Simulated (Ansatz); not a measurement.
The reference is Sc in the hcp (Mg type) structure (space group P6_3/mmc, No. 194; a = 3.2771 Å, c = 5.0854 Å).

The values are results of plane-wave PAW DFT at the PBEsol level (Ansatz, a program for electronic structure, 420 eV), spin-orbit coupling left out, not measurements.

One change was made to it. Results:

```json
[
 {"quantity": "lattice parameter a", "base": "3.277 Å", "after": "3.147 Å"},
 {"quantity": "c/a ratio", "base": "1.552", "after": "1.542"},
 {"quantity": "band gap", "base": "zero", "after": "zero"}
]
```

Problem. Which change produced these results?
A. pressure 30 GPa
B. pressure 9 GPa
C. pressure 22.5 GPa
D. pressure 4.5 GPa
E. pressure 2.1 GPa

Solution. B, pressure 9 GPa. For comparison, the lattice parameter a in the other runs: pressure 30 GPa gives 2.947 Å; pressure 22.5 GPa gives 3.013 Å; pressure 4.5 GPa gives 3.205 Å; pressure 2.1 GPa gives 3.241 Å.

Load acts through the strain it causes; cell and atoms are relaxed under it. No phonon test of stability was made. Competing high-pressure phases were not computed. The final runs are not spin-polarised.
